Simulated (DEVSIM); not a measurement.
Device: Al0.35Ga0.65As/GaAs p-n heterojunction, at 300 K.

```tsv
layer (left to right)	material	thickness (μm)	Nd (cm⁻³)	Na (cm⁻³)	τn (s)	τp (s)
1	Al0.35Ga0.65As	0.0780	-	6.4e16	4e-10	4e-10
2	GaAs	3.80	4.3e15	-	4e-10	1.2e-11
```

Left contact: ohmic. Right contact: ohmic. Voltage is applied to the left contact. Recombination: SRH at mid-gap, Auger. Mobility is constant in doping.

This is a model device: material constants are rounded textbook-type values typed into the input, and sizes, dopings and lifetimes were drawn at random. Values at 300 K.

```tsv
parameter	Al0.35Ga0.65As	GaAs
gap (eV)	1.8604	1.424
affinity (eV)	3.7935	4.07
permittivity	11.91	12.9
Nc (cm⁻³)	7.44e17	4.7e17
Nv (cm⁻³)	9e18	9e18
μn (cm²/Vs)	3495	8500
μp (cm²/Vs)	176	400
Cn (cm⁶/s)	1e-30	1e-30
Cp (cm⁶/s)	1e-30	1e-30
```

Simulated with DEVSIM: 1D drift-diffusion, Boltzmann statistics, complete ionisation; no tunnelling, impact ionisation, image-force lowering or self-heating. Band offsets follow the typed affinities; no thermionic-emission limit at abrupt steps, no polarisation charge.

Task: Give the dark forward current.

Result: 
(V (V), J (A/cm²)): (0.05, 1.2e-8); (0.10, 4.9e-8); (0.15, 1.6e-7); (0.20, 4.5e-7); (0.25, 1.3e-6); (0.30, 3.4e-6); (0.35, 9.4e-6); (0.40, 2.6e-5); (0.45, 7.2e-5); (0.50, 0.00020); (0.55, 0.00055); (0.60, 0.0015); (0.65, 0.0044); (0.70, 0.013); (0.75, 0.037); (0.80, 0.11); (0.85, 0.34); (0.90, 1.1); (0.95, 3.7); (1.00, 13); (1.05, 39); (1.10, 100); (1.15, 230); (1.20, 430); (1.25, 750); (1.30, 1200); (1.35, 1800); (1.40, 2800)
